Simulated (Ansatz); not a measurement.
## Effect of uniaxial strain ε_yy = +5.27 % on hypothetical bcc (W type) B

Base system: B in the bcc (W type) structure (space group Im-3m, No. 229; a = 2.308 Å; a hypothetical phase, not in the database extracts checked; relaxed with 0.1 eV smearing). Axes: x, y, z lie along the cube axes.

One thing is altered: uniaxial strain ε_yy = +5.27 %, all other strain components held at zero, atoms relaxed at fixed cell.

Method: Kohn–Sham DFT with the PBE functional, run in Ansatz (an electronic-structure program) with PAW and 420 eV plane waves, no spin-orbit coupling. Settings: 40×40×40 k-points, 0.1 eV Fermi–Dirac smearing.

- Space group: I4/mmm (No. 139) (base Im-3m (No. 229))
- Shortest interatomic distance: 2.034 Å (base 1.998 Å)
- Energy relative to the base (free energy F): -12 meV/atom
- Pressure (mean of the normal stresses, compression positive): -11.2 GPa (base 0.0 GPa)
- Band gap: zero (base zero)
- Stress (xx, yy, zz, yz, xz, xy; compression positive): (-22.3, 11.0, -22.3, 0.0, 0.0, 0.0) GPa

Cost of the whole job for the changed cell (relaxation, final SCF and bands): about 40 core-seconds (a rough figure).

No phonon test of stability was made. Under uniaxial strain ε_yy = +5.27 % the cell ends below the base's energy or with stress of the wrong sign: the atoms slid into a distortion or the cell is elastically unstable, so the base is not a stable minimum at this level.
